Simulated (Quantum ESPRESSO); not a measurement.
Worked example: self-consistent single point of NbNiTe₂ (Pmna, 16 atoms in the cell) in Quantum ESPRESSO.

Level of theory: LDA (PZ), GBRV 1.5 ultrasoft (LDA) pseudopotentials (plane waves; Quantum ESPRESSO).

```yaml
crystal:
  lattice:
    - [7.98288, 0.00000, 0.00000]
    - [0.00000, 7.50243, 0.00000]
    - [0.00000, 0.00000, 6.33898]
  atoms:
    - { symbol: Nb, position: [0.20501, 0.00000, 0.50000] }
    - { symbol: Nb, position: [0.79499, 0.00000, 0.50000] }
    - { symbol: Nb, position: [0.29499, 0.00000, 0.00000] }
    - { symbol: Nb, position: [0.70501, 0.00000, 0.00000] }
    - { symbol: Ni, position: [0.00000, 0.88353, 0.85797] }
    - { symbol: Ni, position: [0.00000, 0.11647, 0.14203] }
    - { symbol: Ni, position: [0.50000, 0.11647, 0.35797] }
    - { symbol: Ni, position: [0.50000, 0.88353, 0.64203] }
    - { symbol: Te, position: [0.00000, 0.21531, 0.75061] }
    - { symbol: Te, position: [0.00000, 0.78469, 0.24939] }
    - { symbol: Te, position: [0.50000, 0.78469, 0.25061] }
    - { symbol: Te, position: [0.50000, 0.21531, 0.74939] }
    - { symbol: Te, position: [0.25000, 0.69099, 0.75000] }
    - { symbol: Te, position: [0.75000, 0.30901, 0.25000] }
    - { symbol: Te, position: [0.25000, 0.30901, 0.25000] }
    - { symbol: Te, position: [0.75000, 0.69099, 0.75000] }
```

Reference input (self-consistent single point, DFT, LDA (PZ), plane waves, GBRV 1.5 ultrasoft (LDA) pseudopotentials): ecutwfc = 50 Ry; ecutrho = 400 Ry; occupations = smearing; smearing = marzari-vanderbilt; degauss = 0.0073499 Ry; potentials = {Nb: nb_lda_v1.uspp.F.UPF, Ni: ni_lda_v1.4.uspp.F.UPF, Te: te_lda_v1.uspp.F.UPF}; K_POINTS = automatic 3 3 3 0 0 0; conv_thr = 1e-10 Ry; mixing_beta = 0.3. This run's input differs from it in these lines:

```diff
@@ -45,3 +45,3 @@
 K_POINTS automatic
-3 3 3  0 0 0
+3 3 4  0 0 0
 CELL_PARAMETERS angstrom
```

The program printed (abridged):

```
     Self-consistent Calculation

     iteration #  1     ecut=    50.00 Ry     beta= 0.30

---- Real-time Memory Report at c_bands before calling an iterative solver
          1157 MiB given to the printing process from OS
           529 MiB allocation reported by mallinfo(arena+hblkhd)
------------------

     total energy              =   -2037.22717610 Ry
     estimated scf accuracy    <      59.76909353 Ry

     iteration #  2     ecut=    50.00 Ry     beta= 0.30

---- Real-time Memory Report at c_bands before calling an iterative solver
          1550 MiB given to the printing process from OS
   [... lines left out ...]

---- Real-time Memory Report at c_bands before calling an iterative solver
          1587 MiB given to the printing process from OS
           617 MiB allocation reported by mallinfo(arena+hblkhd)
------------------

     total energy              =   -2057.97811377 Ry
     estimated scf accuracy    <          5.7E-10 Ry

     iteration # 20     ecut=    50.00 Ry     beta= 0.30

---- Real-time Memory Report at c_bands before calling an iterative solver
          1587 MiB given to the printing process from OS
           617 MiB allocation reported by mallinfo(arena+hblkhd)
------------------
     End of self-consistent calculation

     the Fermi energy is     9.6565 ev

!    total energy              =   -2057.97811377 Ry
     estimated scf accuracy    <          7.3E-11 Ry
     smearing contrib. (-TS)   =       0.00001912 Ry
     internal energy E=F+TS    =   -2057.97813288 Ry

     convergence has been achieved in  20 iterations

     Forces acting on atoms (cartesian axes, Ry/au):

     atom    1 type  1   force =     0.00678106    0.00000000    0.00000000
     atom    2 type  1   force =    -0.00678106    0.00000000    0.00000000
     atom    3 type  1   force =    -0.00678106    0.00000000    0.00000000
     atom    4 type  1   force =     0.00678106    0.00000000    0.00000000
     atom    5 type  2   force =     0.00000000    0.00973924    0.00137877
   [... lines left out ...]

     Total force =     0.032932     Total SCF correction =     0.000007

          total   stress  (Ry/bohr**3)                   (kbar)     P=      -46.39
  -0.00034025   0.00000000   0.00000000          -50.05        0.00        0.00
   0.00000000  -0.00024030   0.00000000            0.00      -35.35        0.00
   0.00000000   0.00000000  -0.00036543            0.00        0.00      -53.76

   JOB DONE.
```

The run converged in 20 iterations. Against the reference run the free energy drops by 1.0 meV/atom, the pressure stays near -4.64 GPa while the zz stress (positive for compression) goes from -5.00 to -5.38 GPa and the largest force goes from 0.261 to 0.253 eV/Å.

The starting cell comes from a database of computed structures (which also holds hypothetical and non-ambient phases and stackings), without a prior relaxation at this level. Spin polarisation is off, so a magnetic state, if there is one, cannot be reached. With a pressure of about -5 GPa the cell is away from its equilibrium volume at this level.

Cost on one core of a shared machine: roughly 9 min.
